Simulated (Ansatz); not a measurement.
The reference is TiAl (space group P4/mmm, No. 123; a = 2.7963 Å, c = 4.0381 Å; relaxed with 0.1 eV smearing). Axes: x, y, z lie along a, b, c of the conventional cell.

The values are results of PBEsol, PAW, 420 eV (Ansatz, a program for electronic structure; spin-orbit coupling left out), not measurements.

One thing is altered: the cell is stretched by 3.00 % along z with no lateral relaxation; the atoms relax in the strained cell.

Predict the stress tensor and what it implies for the stiffness.

Stress of the strained cell less that of the base (GPa, compression positive):
```
   -2.5     0.0     0.0
    0.0    -2.5     0.0
    0.0     0.0    -5.0
```

Then −Δσ_ii/ε with ε = 0.0300 gives secant stiffness values (nonlinear terms included at this strain): C33 ≈ 168 GPa, C13 ≈ 83 GPa and C23 ≈ 83 GPa.

As a check, the harmonic strain energy −½ V₀ Δσ:ε is 7.4 meV/atom; the computed energy rise is 7.6 meV/atom.

Stability against distortions was not tested. All final runs are without spin polarisation.
